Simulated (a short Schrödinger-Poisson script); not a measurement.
System: symmetric double-gate stack, Si3N4 on p-type Si(111), at 300 K.

| layer | material | thickness (nm) | Na (cm⁻³) |
|---|---|---|---|
| 1 | Si3N4 | 3.5 | - |
| 2 | Si | 20 | 2e18 |
| 3 | Si3N4 | 3.5 | - |

Constants are typed, rounded textbook-type inputs, not results; the design itself was drawn at random and stands for no fabricated device. Si3N4: permittivity 7.5, conduction-band edge (eV) 1.95, gap (eV) 5.1, electron mass (mₑ) 0.5. Si: permittivity 11.7, conduction-band edge (eV) 0, gap (eV) 1.124, Nv at 300 K (cm⁻³) 3.1e19.

Channel valleys (confinement mass, in-plane density-of-states mass, number): Δ6 0.258, 0.358, 6. At the gates, both at one voltage, the conduction-band edge of layer 1 lies 2 eV − eVg above the Fermi level of the channel. Gaps are held at their typed values at every temperature. Mesh 0.03 nm at interfaces.

From a short Schrödinger-Poisson script (our own, NumPy): 1D Poisson equation in equilibrium, electrons classical, Boltzmann, parabolic valleys, classical holes, full ionisation, no traps, pinning or gate leakage.

The same stack at other levels of the model or other numerical settings:

```
run                                          sheet density of all electrons at Vg = 0.75 V (cm⁻²)  sheet density of all electrons at Vg = 0.15 V (cm⁻²)  capacitance of both gates at Vg = 0.75 V (μF/cm²)  gate voltage at 1e11 electrons/cm² (V)  rough cost against the base
-------------------------------------------  ----------------------------------------------------  ----------------------------------------------------  -------------------------------------------------  --------------------------------------  ---------------------------
base                                                                                      1.14e13                                               2.32e11                                               3.48                                    0.12                      about 1
electrons treated as classical, Fermi-Dirac                                               1.10e13                                               2.32e11                                               3.32                                    0.12                            3
electrons treated as quantum, Hartree                                                     8.93e12                                               6.89e10                                               2.96                                    0.16                           20
mesh six times as coarse                                                                  1.12e13                                               2.19e11                                               3.43                                    0.13                          0.6
```

The classical rows ignore confinement, and Boltzmann statistics overrate the density once the band edge passes the Fermi level.
